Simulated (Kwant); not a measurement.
Model system: six-terminal Hall bar in a In0.53Ga0.47As two-dimensional gas. Effective mass 0.041 mₑ, grid spacing 12 nm, hard walls, nominal width 300 nm (25 grid rows, so walls 312 nm apart), one parabolic valley, scattering region 780 nm long along x; energies count from the band bottom; Fermi energy swept from 0.0006325 to 0.00506 eV. Four side probes 150 nm wide, two on each edge; current runs along x; the sign of the Hall resistance is a convention. Perpendicular field 0.41 T, also in the leads; orbital effect alone.

Constants are typed, rounded textbook-type inputs, not results; the design itself was drawn at random and stands for no fabricated device.

Kwant, effective-mass tight-binding model on a square grid, one spin, coherent transport at 0 K. Resistances are in h/e².

Sweep values stay those of the base run.

The magnetic field was swept, all else fixed.

| magnetic field (T) | Hall resistance (h/e²) at E = 3.934 meV | mean Hall resistance (h/e²) over the sweep | Hall resistance (h/e²) at E = 2.809 meV | Hall resistance (h/e²) at E = 5.060 meV |
|---|---|---|---|---|
| 0.2 | 0.12 | 0.27 | 0.17 | 0.089 |
| 0.29 | 0.20 | 0.39 | 0.33 | 0.16 |
| 0.35 | 0.25 | 0.46 | 0.33 | 0.20 |
| 0.41 | 0.25 | 0.52 | 0.50 | 0.20 |
| 0.49 | 0.33 | 0.57 | 0.50 | 0.25 |
| 0.61 | 0.50 | 0.66 | 0.50 | 0.33 |
| 0.82 | 0.50 | 0.78 | 1.00 | 0.50 |

From the first row to the last the Hall resistance at E = 3.934 meV goes from 0.12 to 0.50. From the first row to the last the mean Hall resistance over the sweep goes from 0.27 to 0.78.
